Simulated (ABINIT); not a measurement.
Band structure of TaOs3 (Pm-3m, 4 atoms in the cell).

```
TaOs3
1.0
    3.91497     0.00000     0.00000
    0.00000     3.91497     0.00000
    0.00000     0.00000     3.91497
Ta Os
1 3
Direct
  0.00000   0.00000   0.00000
  0.00000   0.50000   0.50000
  0.50000   0.00000   0.50000
  0.50000   0.50000   0.00000
```

Method: PBEsol, norm-conserving pseudopotentials (PseudoDojo nc-sr-04 PBEsol standard) (plane waves; ABINIT).

Settings: pseudos = [Ta.upf, Os.upf]; ecut = 37 Ha; ixc = -116133; occopt = 3; tsmear = 0.1 eV; ngkpt = 7 7 7; nshiftk = 1; shiftk = 0 0 0; potentials = PseudoDojo nc-sr-04 PBEsol standard; kptopt = 1; nstep = 60; toldfe1 = 1e-09 Ha; ndtset = 2.

The starting cell comes from a database of computed structures (which also holds hypothetical and non-ambient phases and stackings), without a prior relaxation at this level. Spin-orbit coupling is off. Spin polarisation is off.

Levels in eV from the Fermi level, bands 27 to 34:
```
point     27     28     29     30     31    32    33    34
-----  -----  -----  -----  -----  -----  ----  ----  ----
Γ       0.85   0.85   2.59   2.88   2.88  2.88  3.23  3.23
X      -1.65  -1.26  -0.46  -0.30  -0.30  1.38  1.40  1.40
M      -2.93  -2.06  -0.99  -0.96  -0.96  0.20  0.20  1.98
R      -1.43  -1.43  -0.05   0.59   0.59  0.59  2.61  2.61
```

Bands cross the Fermi level along this path, so the cell is metallic at this level.
